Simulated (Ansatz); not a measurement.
The parent structure is BaS in the zinc blende structure (space group F-43m, No. 216; a = 7.0356 Å; a hypothetical phase, not in the database extracts checked).

(Cell as relaxed with PBE.)

Levels (all Ansatz, a program for electronic structure, PAW): PBE (420 eV, no SOC); r2SCAN (500 eV, without spin-orbit coupling).

Each level relaxes its own structure.

```tsv
base	PBE	r2SCAN
volume per atom	43.53 Å³	43.58 Å³
lattice parameter a	7.036 Å	7.038 Å
band gap	2.75 eV	3.07 eV
```

It is then changed as follows: cell and atoms relaxed at a pressure of 10 GPa.

| quantity | PBE | r2SCAN |
|---|---|---|
| smallest direct gap | 3.41 eV | ? |
| electron mass | 0.38 mₑ (at Γ) | ? |
| valley order (the lowest conduction-band minima on the path, energy above the VBM, named in the base's zone) | Γ 2.99 eV; a point along ⟨100⟩, about 0.7 Å⁻¹ from Γ 3.37 eV; W (1/2, -1/4, 1/4) 3.38 eV | ? |
| volume per atom | 34.59 Å³ | ? |

Q: Predict the r2SCAN column.

A: 
- smallest direct gap, r2SCAN: 3.65 eV
- electron mass, r2SCAN: 0.39 mₑ (at Γ)
- valley order (the lowest conduction-band minima on the path, energy above the VBM, named in the base's zone), r2SCAN: Γ 3.30 eV; W (1/2, -1/4, 1/4) 3.63 eV; a point along ⟨100⟩, about 0.7 Å⁻¹ from Γ 3.67 eV
- volume per atom, r2SCAN: 34.86 Å³

PBE's smallest direct gap lies 0.24 eV below r2SCAN's; they order the valleys differently; PBE's volume per atom lies 0.27 Å³ below r2SCAN's (0.8 %). Neither level is exact; r2SCAN is the comparison here, not a measurement.

Load acts through the strain it causes; cell and atoms are relaxed under it. Effective masses come from finite differences of ±0.01 Å⁻¹. Stability against distortions was not tested. No other phases were tried under pressure.
